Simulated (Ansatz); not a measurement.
Start from HfN in the rock salt structure (space group Fm-3m, No. 225; a = 4.526 Å; relaxed with 0.1 eV smearing). Axes: x, y, z lie along the cube axes.

All numbers come from r2SCAN (Ansatz, an electronic-structure program; PAW; 500 eV plane waves; no spin-orbit coupling).

Base values:

* **Pressure**: 0.0 GPa
* **Shortest interatomic distance**: 4.276 bohr

It is then changed as follows: a pure shear with ε_yz = ε_zy = 0.0347; the atoms relax in the strained cell.

Problem. What happens to the energy relative to the base, pressure and shortest interatomic distance?

Solution. The energy rises by 23 meV/atom; the pressure (mean of the normal stresses, compression positive) goes from zero to 0.4 GPa; the shortest interatomic distance remains 4.276 bohr.

No phonon test of stability was made. All final runs are without spin polarisation. An odd electron count without spin: HfN.
